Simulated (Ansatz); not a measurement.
Troubleshooting Ansatz (a quantum-chemistry and plane-wave program): a failed run on CrGe2 (Fm-3m, 3 atoms in the cell). The aim is a self-consistent single point with DFT, PBEsol, plane waves, default PAW files made with PBE.

Cell that was meant: a = 4.1146 Å, b = 4.1146 Å, c = 4.1146 Å, α = 60.00°, β = 60.00°, γ = 60.00°.

Part of the input:

Ansatz 0.2 input:
```yaml
    - { symbol: Cr, position: [0.000000, 0.000000, 0.000000], spin: 3.0 }
    - { symbol: Ge, position: [0.250000, 0.250000, 0.250000] }
    - { symbol: Ge, position: [0.750000, 0.750000, 0.750000] }
basis:
  ecutwfc: 30
kpoints:
  mp_grid: { grid: [8, 8, 8] }
hamiltonian:
```

Output (repeated stretches shortened):

```
Error: inconsistent input (basis.ecutwfc, kpoints): the smallest per-k basis holds n_pw = 15 plane waves (k-point 0, counted from 0 among those solved) but the deck needs at least 23 band(s) per channel, and no run solves more bands than the smallest per-k basis has plane waves; raise basis.ecutwfc until the smallest per-k basis, which caps the automatic band count, holds at least 23 plane waves
```

Read the log: what does the program object to, and what is the fix?

The fault is this: a cutoff meant in Ry typed as a bare number, read as eV; here the program stops on it instead of giving results. To fix it, convert the value to the unit that the key expects. The program stopped before any SCF iteration.

An input that runs soundly differs in these lines (not the only fix; some lines may just follow from the change or write a value another way):
```diff
-basis:
-  ecutwfc: 30
```

With that input, the run converged in 15 iterations: free energy E − TS (on the zero of these files) -11855.4221 eV; Fermi level (on the code's own zero) 12.79 eV; pressure 4.10 GPa; size of the cell's spin moment 2.93 μB (DFT, PBEsol, plane waves, default PAW files made with PBE).

On the sound input: the starting cell was generated: these elements placed on a structure prototype, without a prior relaxation; it need not be a known phase or ordering of this composition. Its lattice was rescaled by a random factor within 2.5 % of one. With one magnetic atom in the cell only a parallel order is possible. With a pressure of about 4 GPa the cell is away from its equilibrium volume at this level. Ansatz's pressure includes its estimate of the finite-basis (Pulay) stress.
